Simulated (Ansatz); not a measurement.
Here is the system:

```xyz
2
Lattice="0.0000 2.4269 2.4269 2.4269 0.0000 2.4269 2.4269 2.4269 0.0000" Properties=species:S:1:pos:R:3 pbc="T T T"
Be     0.0000     0.0000     0.0000
S      1.2135     1.2135     1.2135
```

No spin polarisation.

All numbers come from Kohn–Sham DFT with the r2SCAN functional, run in Ansatz (a first-principles code) with PAW and 500 eV plane waves, no spin-orbit coupling. Settings: 12×12×12 k-points, 0.05 eV Fermi–Dirac smearing.

Question: Estimate the electron mass.

Answer: 0.79 mₑ along k, 0.28 mₑ across (at X).

Question: What is the computed band gap?

Answer: 3.57 eV.

Question: Predict the gap character.

Answer: Indirect, Γ → X.

Load acts through the strain it causes; cell and atoms are relaxed under it. Masses are band curvatures over ±0.01 Å⁻¹ around the edge. Along k means along the line from Γ to the band edge. No phonon test of stability was made. The cell was made from BeS in the zinc blende structure (space group F-43m, No. 216) by this change: pressure 0.9 GPa.
